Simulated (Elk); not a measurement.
**Input and output of a self-consistent single point for BaHfO3 (Pm-3m, 5 atoms in the cell) (Elk)**

Method: PBE, all-electron FP-LAPW, Elk's shipped species files, default APW+lo basis (Elk).

The input file:

```
tasks
  0

xctype
  20

rgkmax
  7.0

stype
  3

swidth
  0.000734986

scale
  1.889726125

avec
    4.1224620000    0.0000000000    0.0000000000
    0.0000000000    4.1224620000    0.0000000000
    0.0000000000    0.0000000000    4.1224620000

sppath
  './'

atoms
  3   : nspecies
  'Ba.in'   : spfname
  1   : natoms; atposl, bfcmt below
  0.0000000000  0.0000000000  0.0000000000    0.0 0.0 0.0
  'Hf.in'   : spfname
  1   : natoms; atposl, bfcmt below
  0.5000000000  0.5000000000  0.5000000000    0.0 0.0 0.0
  'O.in'   : spfname
  3   : natoms; atposl, bfcmt below
  0.5000000000  0.0000000000  0.5000000000    0.0 0.0 0.0
  0.0000000000  0.5000000000  0.5000000000    0.0 0.0 0.0
  0.5000000000  0.5000000000  0.0000000000    0.0 0.0 0.0

ngridk
  6 6 6
```

Log, with long lists cut:

```
│ Elk code version 10.2.4 │

All units are atomic (Hartree, Bohr, etc.)

│ Ground-state run starting from atomic densities │

Lattice vectors :
   7.790324141       0.000000000       0.000000000
   0.000000000       7.790324141       0.000000000
   0.000000000       0.000000000       7.790324141

Unit cell volume      :    472.7881520
Brillouin zone volume :   0.5246540388

Muffin-tin inner radius fraction :   0.1000000000E-01

Nuclei treated as point charges

Species :    1 (Ba)
 parameters loaded from : Ba.in
 name : barium
 nuclear charge    :   -56.00000000
 electronic charge :    56.00000000
 atomic mass :    250331.8069
 muffin-tin radius :    2.800000000
 number of radial points in muffin-tin :    697
 atomic positions (lattice), magnetic fields (Cartesian) :
   1 :   0.00000000  0.00000000  0.00000000    0.00000000  0.00000000  0.00000000

Species :    2 (Hf)
 parameters loaded from : Hf.in
 name : hafnium
 nuclear charge    :   -72.00000000
 electronic charge :    72.00000000
 atomic mass :    325367.3656
 muffin-tin radius :    2.340533434
 number of radial points in muffin-tin :    697
 atomic positions (lattice), magnetic fields (Cartesian) :
   1 :   0.50000000  0.50000000  0.50000000    0.00000000  0.00000000  0.00000000

Species :    3 (O)
 parameters loaded from : O.in
 name : oxygen
 nuclear charge    :   -8.000000000
 electronic charge :    8.000000000
 atomic mass :    29165.12202
 muffin-tin radius :    1.504628636
 number of radial points in muffin-tin :    297
 atomic positions (lattice), magnetic fields (Cartesian) :
   1 :   0.50000000  0.00000000  0.50000000    0.00000000  0.00000000  0.00000000
   2 :   0.00000000  0.50000000  0.50000000    0.00000000  0.00000000  0.00000000
   3 :   0.50000000  0.50000000  0.00000000    0.00000000  0.00000000  0.00000000

Total number of atoms per unit cell :    5

Spin treatment :
 spin-unpolarised

Number of Bravais lattice symmetries :   48
   [... lines left out ...]
Maximum |G| for potential and density :    12.00000000
 potential will be trimmed for |G| > 2 gkmax
Constant for pseudocharge density :    8
Radial integration step length :    4

G-vector grid sizes :     30    30    30
Number of G-vectors :    13805

Maximum angular momentum used for
 APW functions                      :    8
 outer part of muffin-tin           :    6
 inner part of muffin-tin           :    1

Total nuclear charge    :   -152.0000000
Total core charge       :    88.00000000
Total valence charge    :    64.00000000
Total excess charge     :    0.000000000
Total electronic charge :    152.0000000

Effective Wigner radius, rₛ :   0.9055479724

Number of empty states         :   20
Total number of valence states :   52
Total number of core states    :   88

Total number of local-orbitals :   60

Exchange-correlation functional :     20     0     0
 Perdew-Burke-Ernzerhof, Phys. Rev. Lett. 77, 3865 (1996)
 gradient requirement :    1
 generalised gradient approximation (GGA)

Smearing type :    3
 Fermi-Dirac
Smearing width :   0.7349860000E-03
Effective electronic temperature (K) :    232.0902224

Mixing type :    3
 Broyden mixing, J. Phys. A: Math. Gen. 17, L317 (1984)

Kohn-Sham potential initialised from atomic data
│ Self-consistent loop started │
│ Loop number : 1 │
 total energy                :     -23465.9639377
│ Loop number : 2 │
 total energy                :     -23466.4377371
RMS change in Kohn-Sham potential (target) :    1.374833330     (  0.1000000000E-05)
Absolute change in total energy (target)   :   0.4737994349     (  0.1000000000E-03)
│ Loop number : 3 │
 total energy                :     -23465.7190013
RMS change in Kohn-Sham potential (target) :    1.344694950     (  0.1000000000E-05)
Absolute change in total energy (target)   :   0.6002859716     (  0.1000000000E-03)
│ Loop number : 4 │
 total energy                :     -23466.5567978
RMS change in Kohn-Sham potential (target) :   0.6328555078     (  0.1000000000E-05)
Absolute change in total energy (target)   :   0.6877249706     (  0.1000000000E-03)
│ Loop number : 5 │
 total energy                :     -23458.2207552
RMS change in Kohn-Sham potential (target) :   0.2100173068     (  0.1000000000E-05)
Absolute change in total energy (target)   :    8.164111323     (  0.1000000000E-03)
   [... lines left out ...]
Absolute change in total energy (target)   :   0.9495681152E-03 (  0.1000000000E-03)
│ Loop number : 17 │
 total energy                :     -23463.5846896
RMS change in Kohn-Sham potential (target) :   0.1866915997E-05 (  0.1000000000E-05)
Absolute change in total energy (target)   :   0.4891034405E-04 (  0.1000000000E-03)
│ Loop number : 18 │
 total energy                :     -23463.5848572
RMS change in Kohn-Sham potential (target) :   0.5978155770E-06 (  0.1000000000E-05)
Absolute change in total energy (target)   :   0.1798608610E-03 (  0.1000000000E-03)
│ Loop number : 19 │
 total energy                :     -23463.5849168
RMS change in Kohn-Sham potential (target) :   0.2150610322E-06 (  0.1000000000E-05)
Absolute change in total energy (target)   :   0.1045517383E-03 (  0.1000000000E-03)
│ Loop number : 20 │
 total energy                :     -23463.5849487
RMS change in Kohn-Sham potential (target) :   0.8827361233E-07 (  0.1000000000E-05)
Absolute change in total energy (target)   :   0.5802987289E-04 (  0.1000000000E-03)
Convergence targets achieved

│ Loop number : 21 │

Energies :
 Fermi                       :     0.298713838461
 sum of eigenvalues          :     -14341.2525962
 electron kinetic            :      25802.5724279
 core electron kinetic       :      24947.5782784
 Coulomb                     :     -48731.7402419
 Coulomb potential           :     -39445.9374680
 nuclear-nuclear             :     -1775.18817267
 electron-nuclear            :     -54467.1666704
 Hartree                     :      7510.61460116
 Madelung                    :     -29008.7715079
 xc potential                :     -697.887556022
 exchange                    :     -526.244338921
 correlation                 :     -8.17279727068
 electron entropic           :    -0.159559496120E-11
 total energy                :     -23463.5849502

Density of states at Fermi energy :   0.1363240354E-06
 (states/Hartree/unit cell)

Estimated indirect band gap :   0.1353769432
 from k-point     20 to k-point      1
Estimated direct band gap   :   0.1396614849
 at k-point      1

Charges :
 core                        :    88.00000000
 valence                     :    64.00000000
 interstitial                :    8.193693353
 muffin-tins (core leakage)
  species :    1 (Ba)
   atom    1                 :    53.73636783     (  0.5298989450E-05)
  species :    2 (Hf)
   atom    1                 :    69.39646825     (  0.1154469189E-04)
  species :    3 (O)
   atom    1                 :    6.891156858     (  0.3390904881E-06)
   atom    2                 :    6.891156858     (  0.3390904881E-06)
   atom    3                 :    6.891156858     (  0.3390904881E-06)
 total in muffin-tins        :    143.8063066
 total calculated charge     :    152.0006565
 total charge                :    152.0000000
 error                       :   0.6564580703E-03

│ Self-consistent loop stopped │
```

The run converged in 21 iterations. The count includes the last loop, which Elk runs after its targets are met.

The starting cell has typed, rounded lattice constants, without a prior relaxation at this level. Its lattice was rescaled by a random factor within 2.5 % of one. Spin-orbit coupling is off. Values depend on the basis (sphere radii, cutoffs, local orbitals), which need not be converged.
